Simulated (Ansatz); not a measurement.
## Effect of tensor shear ε_xz = +2.76 % on InAs

Consider InAs in the zinc blende structure (space group F-43m, No. 216; a = 6.108 Å). Axes: x, y, z lie along the cube axes.

The change: a pure shear with ε_xz = ε_zx = 0.0276, atoms relaxed at fixed cell.

Computed with Ansatz (a program for electronic structure) r2SCAN, no spin-orbit coupling, earlier PAW set. Γ-centred 9×9×9 mesh, Fermi–Dirac width 0.05 eV.

The volume per atom shrinks by 0.02 Å³, from 28.49 Å³ to 28.47 Å³ and the space group goes from F-43m (No. 216) to Imm2 (No. 44). The shortest interatomic distance drops by 0.016 Å (2.645 Å → 2.629 Å) and the energy increases by 10 meV/atom. The pressure (mean of the normal stresses, compression positive) hardly moves (0.0 GPa against 0.1 GPa) and the band gap becomes zero (base: 0.08 eV). The valley order (the lowest conduction-band minima on the path, energy above the VBM, named in the base's zone) goes from Γ 0.08 eV; L along ⟨111⟩ 1.25 eV to Γ 0.03 eV; L along [1-1-1] 0.85 eV; L along [1-11] 1.31 eV; X along [010] 1.46 eV and the largest internal atomic displacement comes out as 0.027 Å. The stress (xx, yy, zz, yz, xz, xy; compression positive) amounts to (0.1, 0.0, 0.1, 0.0, -2.1, 0.0) GPa (rough).

Final structure:

```yaml
crystal:
  lattice:
    - [0.08430, 3.05419, 3.05419]
    - [3.13849, 0.00000, 3.13849]
    - [3.05419, 3.05419, 0.08430]
  atoms:
    - { symbol: As, position: [0.75447, 0.74553, 0.75447] }
    - { symbol: In, position: [0.99553, 0.00447, 0.99553] }
```

Without a gap, meshes like the base's 9×9×9 leave anisotropic stresses uncertain by several tenths of a GPa, and small strain energies with them. The cells carry an imposed strain or load. Whether these cells are dynamically stable was not tested. The final runs are not spin-polarised. Gaps under 0.05 eV, about the width of the smearing, are given as zero. A zero or small gap of InAs can be the functional's error rather than a property of the material.
